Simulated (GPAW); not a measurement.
Worked example: self-consistent single point of SrAlGe (P-6m2, 3 atoms in the cell) in GPAW.

Method: PBEsol, GPAW PAW datasets PBEsol (made by gpaw-setup) (plane waves; GPAW).

The change in words: lattice scaled by 0.98. Reference geometry:
```yaml
crystal:
  lattice:
    - [4.29652, 0.00000, 0.00000]
    - [-2.14826, 3.72090, 0.00000]
    - [0.00000, 0.00000, 4.77902]
  atoms:
    - { symbol: Sr, position: [0.00000, 0.00000, 0.00000] }
    - { symbol: Al, position: [0.66667, 0.33333, 0.50000] }
    - { symbol: Ge, position: [0.33333, 0.66667, 0.50000] }
```

Reference input (self-consistent single point, DFT PBEsol, plane waves, GPAW PAW datasets PBEsol (made by gpaw-setup)): mode = pw; ecut = 600 eV; xc = PBEsol; kpts = 6 6 5; mesh shift (steps) = 0 0 0; occupations.name = fermi-dirac; occupations.width = 0.05 eV; nbands = -9; convergence.density = 1e-05 e/electron; convergence.energy = 1e-05 eV/electron; symmetry.symmorphic = false; symmetry.tolerance = 0.0005. This run's input differs from it in these lines:

```diff
@@ -5,8 +5,8 @@
 atoms = Atoms(['Sr', 'Al', 'Ge'],
-              cell=[[4.296520, 0.000000, 0.000000],
-                    [-2.148260, 3.720895, 0.000000],
-                    [0.000000, 0.000000, 4.779020]],
+              cell=[[4.210590, 0.000000, 0.000000],
+                    [-2.105295, 3.646477, 0.000000],
+                    [0.000000, 0.000000, 4.683440]],
               positions=[[0.000000, 0.000000, 0.000000],
-                         [2.148262, 1.240297, 2.389510],
-                         [-0.000002, 2.480598, 2.389510]],
+                         [2.105297, 1.215491, 2.341720],
+                         [-0.000002, 2.430986, 2.341720]],
               pbc=True)
```

Output (repeated stretches shortened):

```
     iter     time        total  log10-change:
                         energy   eigst   dens
iter:   1 --:--:--   -12.330876
iter:   2 --:--:--   -12.357805   -1.63  -1.14
iter:   3 --:--:--   -12.287004   -2.29  -1.17
iter:   4 --:--:--   -12.328825   -2.59  -1.47
iter:   5 --:--:--   -12.288712   -2.86  -1.74
iter:   6 --:--:--   -12.289016   -4.67  -2.42
iter:   7 --:--:--   -12.288367   -4.66  -2.62
iter:   8 --:--:--   -12.288280   -4.64  -2.87
iter:   9 --:--:--   -12.288193   -5.41  -3.09
iter:  10 --:--:--   -12.288190c  -6.41  -3.52
iter:  11 --:--:--   -12.288190c  -7.78c -3.81
iter:  12 --:--:--   -12.288190c  -7.20  -3.85
iter:  13 --:--:--   -12.288190c  -8.69c -4.01
iter:  14 --:--:--   -12.288191c  -8.37c -4.07
iter:  15 --:--:--   -12.288191c  -8.72c -4.17
iter:  16 --:--:--   -12.288190c  -7.93c -4.19
iter:  17 --:--:--   -12.288190c  -9.07c -4.37
iter:  18 --:--:--   -12.288190c  -8.74c -4.34
iter:  19 --:--:--   -12.288190c  -8.03c -4.40
iter:  20 --:--:--   -12.288190c  -9.64c -4.86
iter:  21 --:--:--   -12.288190c -10.42c -5.00
iter:  22 --:--:--   -12.288190c -10.15c -5.04c
Converged after 22 iterations.

Dipole moment: (0.225103, -0.129963, 0.000000) |e|*Ang

Energy contributions relative to reference atoms: (reference = -150090.473310)

Kinetic:        +25.367526
Potential:      -18.465869
External:        +0.000000
XC:             -18.884847
Entropy (-ST):   -0.018030
Local:           -0.295985
SIC:             +0.000000
--------------------------
Free energy:    -12.297205
Extrapolated:   -12.288190

Showing only first 2 kpts
 Kpt  Band  Eigenvalues  Occupancy
  0     6      5.02869    2.00000
  0     7      5.02873    2.00000
  0     8      5.78143    1.99989
  0     9      7.08270    0.00000

  1     6      5.14578    2.00000
  1     7      5.14582    2.00000
  1     8      6.89065    0.00001
  1     9      7.63407    0.00000

Fermi level: 6.27139

No gap
No difference between direct/indirect transitions
Energy (eV): -12.28819

Forces in eV/Ang:
  0 Sr    0.00000    0.00000    0.00000
  1 Al   -0.00000    0.00000    0.00000
  2 Ge    0.00000    0.00000    0.00000

Stress tensor:
    -0.023937     0.000000     0.000000
     0.000000    -0.023937     0.000000
     0.000000     0.000000    -0.002739
Stress (GPa, Voigt): [-3.8351 -3.8351 -0.4389  0.      0.      0.    ]
```

The run converged in 22 iterations. GPAW prints stress with tension positive. Against the reference run the free energy rises by 8.2 meV/atom and the pressure goes from -0.82 to 2.70 GPa.

The starting cell comes from a database of computed structures (which also holds hypothetical and non-ambient phases and stackings), without a prior relaxation at this level. For this run, on top of that: lattice scaled by 0.98.
